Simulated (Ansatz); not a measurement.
Consider HfO2 in the fluorite structure (space group Fm-3m, No. 225; a = 5.044 Å). Axes: x, y, z lie along the cube axes.

Level of theory: PBEsol (Ansatz, a quantum-chemistry and plane-wave program, PAW, without spin-orbit coupling).

The change: the cell is stretched by 1.50 % along z with no lateral relaxation; the atoms relax in the strained cell.

Problem. Predict the stress tensor and what it implies for the stiffness.

Solution. Stress of the strained cell less that of the base (GPa, compression positive):
```
  -1.53    0.00    0.00
   0.00   -1.53    0.00
   0.00    0.00   -8.37
```

Then −Δσ_ii/ε with ε = 0.0150 gives secant stiffness values (nonlinear terms included at this strain): C33 ≈ 558 GPa, C13 ≈ 102 GPa and C23 ≈ 102 GPa.

As a check, the harmonic strain energy −½ V₀ Δσ:ε is 4.2 meV/atom; the computed energy rise is 4.3 meV/atom.

Whether these cells are dynamically stable was not tested. This is not the structure that HfO2 has at room temperature and ambient pressure.
